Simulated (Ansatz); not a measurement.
## Sn: pressure series

Start from Sn in the diamond structure (space group Fd-3m, No. 227; a = 6.6558 Å).

Cell and atoms are relaxed at each pressure.

All numbers come from PBE, PAW, 420 eV (Ansatz, an electronic-structure program; no spin-orbit coupling), earlier PAW set.

Two rows of this table had their results exchanged by mistake.

```json
[
 {"pressure": "pressure −2 GPa", "volume per atom (Å³)": "39.37", "shortest distance (Å)": "2.946", "band gap": "zero"},
 {"pressure": "pressure −1 GPa", "volume per atom (Å³)": "38.00", "shortest distance (Å)": "2.912", "band gap": "zero"},
 {"pressure": "pressure 0.3 GPa", "volume per atom (Å³)": "36.56", "shortest distance (Å)": "2.874", "band gap": "zero"},
 {"pressure": "pressure 0.7 GPa", "volume per atom (Å³)": "36.18", "shortest distance (Å)": "2.864", "band gap": "zero"},
 {"pressure": "pressure 1.5 GPa", "volume per atom (Å³)": "35.49", "shortest distance (Å)": "2.846", "band gap": "zero"},
 {"pressure": "pressure 3 GPa", "volume per atom (Å³)": "31.81", "shortest distance (Å)": "2.744", "band gap": "zero"},
 {"pressure": "pressure 5 GPa", "volume per atom (Å³)": "33.09", "shortest distance (Å)": "2.780", "band gap": "zero"},
 {"pressure": "pressure 7.5 GPa", "volume per atom (Å³)": "34.34", "shortest distance (Å)": "2.815", "band gap": "zero"},
 {"pressure": "pressure 10 GPa", "volume per atom (Å³)": "30.76", "shortest distance (Å)": "2.714", "band gap": "zero"}
]
```

Problem. Which two?

Solution. The rows for pressure 3 GPa and pressure 7.5 GPa: the volume has to fall steadily with pressure, so 34.34 Å³ belongs to pressure 3 GPa and 31.81 Å³ to pressure 7.5 GPa.

Load acts through the strain it causes; cell and atoms are relaxed under it. No phonon test of stability was made. Tetrahedral semiconductors of this kind turn to denser phases somewhere between about 1 and 50 GPa; those were not computed, so compressed cells here can lie past the real transition. Gaps under 0.05 eV, about the width of the smearing, are given as zero.
